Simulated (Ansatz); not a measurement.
Start from Zr in the hcp (Mg type) structure (space group P6_3/mmc, No. 194; relaxed with 0.1 eV smearing).

```
CELL_PARAMETERS angstrom
      3.23041     0.00000     0.00000
     -1.61520     2.79762     0.00000
      0.00000     0.00000     5.17879
ATOMIC_POSITIONS crystal
  Zr 0.33333 0.66667 0.75000
  Zr 0.66667 0.33333 0.25000
```

Cartesian axes are those of the cell as printed.

Computed with DFT with PBE, PAW potentials and a 420 eV plane-wave cutoff in Ansatz (an electronic-structure program), scalar-relativistic without spin-orbit coupling.

Perturbation: compressive biaxial strain of 2.52 % in the plane normal to [001], as in epitaxy on a mismatched substrate; the out-of-plane cell vector and the atoms relax.

Problem. What happens to the out-of-plane strain?

Solution. The out-of-plane strain comes out as +2.28 %.

Stability against distortions was not tested. The final runs are not spin-polarised.
